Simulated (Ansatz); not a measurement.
# Effect of As → P on BAs

Consider BAs in the zinc blende structure (space group F-43m, No. 216; a = 4.7839 Å).

One thing is altered: P takes the place of As on all its sites, then cell and atoms are relaxed.

Calculations: Ansatz (an electronic-structure program) r2SCAN, no spin-orbit coupling. Γ-centred 12×12×12 mesh, Fermi–Dirac width 0.05 eV.

```json
[
 {"quantity": "volume per atom", "base": "13.69 Å³", "changed": "11.67 Å³", "shift": "-2.02 Å³"},
 {"quantity": "density", "base": "5.20 g/cm³", "changed": "2.97 g/cm³", "shift": "-2.23 g/cm³"},
 {"quantity": "lattice parameter a", "base": "4.784 Å", "changed": "4.536 Å", "shift": "-0.2474 Å"},
 {"quantity": "shortest interatomic distance", "base": "2.071 Å", "changed": "1.964 Å", "shift": "-0.107 Å"},
 {"quantity": "band gap", "base": "1.38 eV", "changed": "1.41 eV", "shift": "+0.03 eV"},
 {"quantity": "smallest direct gap", "base": "3.44 eV", "changed": "3.60 eV", "shift": "+0.16 eV"},
 {"quantity": "width of the top valence band", "base": "5.41 eV", "changed": "5.74 eV", "shift": "+0.33 eV"},
 {"quantity": "electron mass", "base": "1.1 mₑ along k, 0.21 mₑ across (off the special points)", "changed": "1.3 mₑ along k, 0.22 mₑ across (off the special points)", "shift": "–"}
]
```

Masses are band curvatures over ±0.01 Å⁻¹ around the edge. Along k means along the line from Γ to the band edge. Gaps are read on the SCF mesh and a high-symmetry path. Whether these cells are dynamically stable was not tested.
